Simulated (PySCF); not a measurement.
PySCF 2.14.0, BP86/def2-svp, df: Ga(F)(OEt)2 (CC[O][Ga]([F])[O]CC), 18 atoms. The geometry is a generated start, not checked to be a minimum at this level.

```json
{
 "task": "energy",
 "method": "bp86",
 "basis": "def2-svp",
 "two_electron_scheme": "density fitting",
 "mol.max_memory": "3000 MB",
 "mf.max_cycle": "100",
 "mf.conv_tol": "1e-09 (default)",
 "mf.grids.level": "3 (default)",
 "basis_functions": "180",
 "grid_points": "217888"
}
```

```xyz
18

Ga     0.1479     1.3507     0.3647
F      0.4698     2.8825     1.1646
O     -0.5590     1.4312    -1.2395
C     -0.8684     0.3452    -2.1050
C     -1.8121     0.8767    -3.1765
H      0.0473    -0.0369    -2.5690
H     -1.3449    -0.4742    -1.5553
H     -1.3370     1.6948    -3.7108
H     -2.0564     0.0834    -3.8766
H     -2.7260     1.2465    -2.7198
O      0.5302    -0.1807     1.1634
C      1.1377    -0.4294     2.4258
C      1.4092    -1.9273     2.5066
H      2.0756     0.1276     2.5186
H      0.4678    -0.1232     3.2352
H      2.0840    -2.2257     1.7096
H      1.8569    -2.1650     3.4669
H      0.4775    -2.4761     2.3970
```

With the defaults (mf.DIIS = CDIIS, mf.diis = true, mf.damp = 0, mf.diis_start_cycle = 1, mf.init_guess = minao, mf.diis_damp = 0, mf.diis_space = 8) it converges in 14 Fock builds. One run each on 2 threads, 1 BLAS thread, with these changes:
- mf.diis = false
- mf.diis_damp = 0.3
- mf.diis_space = 20
- mf.init_guess = atom
- mf.damp = 0.3, mf.diis_start_cycle = 4
- mf.DIIS = EDIIS
- mf.diis_space = 3
- mf.init_guess = sap
- mf.DIIS = ADIIS

Question: Which of these changes keep the SCF from converging, or lead it to another solution?

Answer: No convergence: mf.DIIS = EDIIS; mf.diis = false (the run ends without SCF convergence in 100 cycles). The rest reach the solution of the defaults.

```tsv
setting	Fock builds	end
mf.diis_damp = 0.3	13	same solution
the defaults	14	same solution
mf.diis_space = 20	14	same solution
mf.init_guess = atom	15	same solution
mf.damp = 0.3, mf.diis_start_cycle = 4	20	same solution
mf.diis_space = 3	24	same solution
mf.DIIS = ADIIS	25	same solution
mf.init_guess = sap	29	same solution
mf.DIIS = EDIIS	101	no convergence
mf.diis = false	101	no convergence
```
